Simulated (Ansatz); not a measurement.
The starting structures come from a database of crystals and need not be the phases stable at ambient conditions.

 Where the default PAW files enter, the runs use the earlier of Ansatz's two default sets.

Here is the system:

```
Ag2O3
1.0
    3.69182     0.00000     0.00000
    0.00000     8.30894     0.00000
    1.84591    -3.31105     4.06795
Ag O
4 6
Cartesian
  1.84373   2.81230   0.69717
  3.68964   2.18559   3.37079
  2.76669   5.40805   2.61220
  0.92078  -0.41017   1.45576
  1.35796   5.94197   1.22551
  3.20387  -0.94408   2.84244
  4.12683   1.56288   1.50148
  2.28092   3.43501   2.56647
  2.16813   0.00000   0.00000
  3.09109   4.15447   0.00000
```

Space group of this cell: Fdd2. The cell is taken as given.

Transport runs along the normal of the first two printed cell vectors.

The gap is the functional's own. No spin-orbit coupling. Mid-gap values are interpolated on the energy grid.

Question: Give the band gap and the smallest decay constant κ at mid-gap that r2SCAN run with Ansatz (a quantum-chemistry and plane-wave program) yields.

Answer: Gap 0.75 eV on a 10×10×10 mesh; κ = 0.249 1/Å, at (0.250, 0.250) of the in-plane reciprocal vectors. At the zone centre, at the nearest computed energy, the slowest state has κ = 0.37 1/Å.
